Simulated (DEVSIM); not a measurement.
Device: illuminated Si p-on-n cell, one wavelength, at 350 K.

| layer (left to right) | material | thickness (μm) | Nd (cm⁻³) | Na (cm⁻³) | τn (s) | τp (s) | absorption coefficient (cm⁻¹) |
|---|---|---|---|---|---|---|---|
| 1 | Si | 0.110 | - | 1.6e19 | 4e-5 | 3.1e-6 | 180 |
| 2 | Si | 37.0 | 1.8e17 | - | 5.1e-5 | 5.1e-5 | 180 |

Left contact: ohmic, minority electron recombination velocity 40 cm/s. Right contact: ohmic, minority hole recombination velocity 100 cm/s. Voltage is applied to the left contact. Recombination: SRH at mid-gap, radiative, Auger. Light enters at the left, 3.3e18 photons cm⁻² s⁻¹, one pass, no reflection. Mobility is μmin + (μ − μmin)/(1 + (N/Nref)^α).

Constants are typed, rounded textbook-type inputs, not results; the design itself was drawn at random and stands for no fabricated device. Values at 300 K; Nc and Nv go as T^1.5, mobilities as T to minus their exponent, the gap by Varshni's rule with the affinity fixed.

```
parameter               Si
----------------  --------
gap (eV)             1.124
affinity (eV)         4.05
permittivity          11.7
Nc (cm⁻³)          2.86e19
Nv (cm⁻³)           3.1e19
μn (cm²/Vs)           1417
μp (cm²/Vs)            470
μn,min                  52
μp,min                  45
Nref,n              9.7e16
Nref,p              2.2e17
αn                    0.68
αp                    0.72
T exponent of μn       2.3
T exponent of μp       2.2
B (cm³/s)          4.7e-15
Cn (cm⁶/s)         2.8e-31
Cp (cm⁶/s)         9.9e-32
Varshni α (eV/K)  0.000473
Varshni β (K)          636
```

Simulated with DEVSIM: 1D drift-diffusion, Boltzmann statistics, complete ionisation; no tunnelling, impact ionisation, image-force lowering or self-heating.

Problem. Give the dark forward current.

Solution. 
```csv
V (V),J (A/cm²)
0.05,7.1e-10
0.10,2.6e-9
0.15,8.7e-9
0.20,3.2e-8
0.25,1.3e-7
0.30,6.0e-7
0.35,3.0e-6
0.40,1.5e-5
0.45,7.7e-5
0.50,0.00040
0.55,0.0021
0.60,0.011
0.65,0.058
0.70,0.30
0.75,1.5
0.80,7.6
0.85,43
0.90,240
0.95,980
1.00,2700
```
